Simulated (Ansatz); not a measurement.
**Ba3P2 (space group P-3m1, No. 164; a hypothetical phase, not in the database extracts checked)**

```cif
data_Ba3P2
_chemical_formula_sum 'P2 Ba3'
_space_group_name_H-M_alt 'P 1'
_space_group_IT_number 1
_cell_length_a 5.19238
_cell_length_b 5.19238
_cell_length_c 8.05751
_cell_angle_alpha 90.000
_cell_angle_beta 90.000
_cell_angle_gamma 120.000
loop_
_space_group_symop_operation_xyz
  'x, y, z'
loop_
_atom_site_label
_atom_site_type_symbol
_atom_site_fract_x
_atom_site_fract_y
_atom_site_fract_z
_atom_site_occupancy
P1 P 0.33333 0.66667 0.22873 1
P2 P 0.66667 0.33333 0.77127 1
Ba1 Ba 0.00000 0.00000 0.00000 1
Ba2 Ba 0.33333 0.66667 0.65696 1
Ba3 Ba 0.66667 0.33333 0.34304 1
```

Calculations: Ansatz (a program for electronic structure) PBE, without spin-orbit coupling. Γ-centred 7×7×4 mesh, Fermi–Dirac width 0.05 eV.

| Property | Result |
|---|---|
| Volume per atom | 37.63 Å³ |
| Density | 4.18 g/cm³ |
| Band gap | 0.99 eV, indirect, H → K |
| Electron mass | 1.2 mₑ along c, 0.72 mₑ across |
| Hole mass | 1.4 mₑ along c, 0.95 mₑ across |
| Total energy | -3873.003 eV/atom (σ→0; compares only within this code and set-up) |

Effective masses come from finite differences of ±0.01 Å⁻¹. No phonon test of stability was made.
